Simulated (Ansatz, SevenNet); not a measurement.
SiSe2 (Ibam, No. 72; start mp-1179443): volume per atom by level of theory

No measured value is used here.

```tsv
level (code)	value (Å³/atom)
SevenNet-l3i5 (SevenNet)	36.57
LDA (Ansatz)	25.95
PBE (Ansatz)	36.68
PBE-D3(BJ) (Ansatz)	27.04
PBE-D4 (Ansatz)	…
```

Fill in the missing entries.


- PBE-D4 (Ansatz, a quantum-chemistry and plane-wave program), value (Å³/atom): 26.82

SevenNet-l3i5, LDA, PBE, PBE-D3(BJ), PBE-D4: the relaxation could not lower the start's symmetry, so the cell can be a saddle point above a distorted one. Ansatz's density-functional and Hartree–Fock values are scalar-relativistic unless marked +SOC, with PAW data made under PBE.

Machine-learned potentials (SevenNet-l3i5) are trained on DFT data, which may include these solids.

A start named mp-… is a Materials Project structure, which can be a computed phase never made.
